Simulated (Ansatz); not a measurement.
Given:

```yaml
crystal:
  lattice:
    - [1.76330, -6.75838, 0.00000]
    - [1.76330, 6.75838, 0.00000]
    - [0.00000, 0.00000, 3.71848]
  atoms:
    - { symbol: Si, position: [0.94284, 0.05716, 0.75000] }
    - { symbol: Si, position: [0.05716, 0.94284, 0.25000] }
    - { symbol: Si, position: [0.25114, 0.74886, 0.75000] }
    - { symbol: Si, position: [0.74886, 0.25114, 0.25000] }
    - { symbol: Ti, position: [0.60325, 0.39675, 0.75000] }
    - { symbol: Ti, position: [0.39675, 0.60325, 0.25000] }
```

No spin polarisation.

Level of theory: r2SCAN in Ansatz (plane waves to 500 eV, PAW, no spin-orbit coupling). Γ-centred 14×14×13 mesh, Fermi–Dirac width 0.05 eV.

Question: Predict the space group, band gap and pressure.

Answer: Space group: Cmcm (No. 63)
Band gap: zero
Pressure (mean of the normal stresses, compression positive): -6.1 GPa

The cells carry an imposed strain or load. No phonon test of stability was made. The final runs are not spin-polarised. The cell was made from TiSi2 (space group Cmcm, No. 63) by this change: uniaxial strain ε_zz = +4.30 %.

Ansatz is a first-principles code.
